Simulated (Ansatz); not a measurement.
The starting structures come from a database of crystals and need not be the phases stable at ambient conditions.

By PBEsol, the system below comes out a metal.

Without scattering a metal conducts by its projected Fermi surface.

Data:

```
Ir3V
1.0
    4.33422     0.00000     0.00000
    0.00000     9.41257     0.00000
    0.00000     4.70629     2.71717
V Ir
2 6
Direct
  0.25000   0.66667   0.00000
  0.75000   0.33333   0.00000
  0.75000   0.83258   0.50226
  0.25000   0.16742   0.49774
  0.25000   0.16742   0.00000
  0.75000   0.83258   0.00000
  0.75000   0.33484   0.49774
  0.25000   0.66516   0.50226
```

Space group of this cell: P6_3/mmc. The cell is taken as given; by PBEsol its mean pressure is -6.0 GPa.

The current flows along the normal of the first two printed cell vectors, the (110) plane of the conventional cell. No spin-orbit coupling; the value is a mean over 0.1 eV about the Fermi level.

Question: Compute, with PBEsol (Ansatz, a first-principles code), the ballistic conductance per area.

Answer: 0.51 × 10¹⁵ S/m² for both spins.
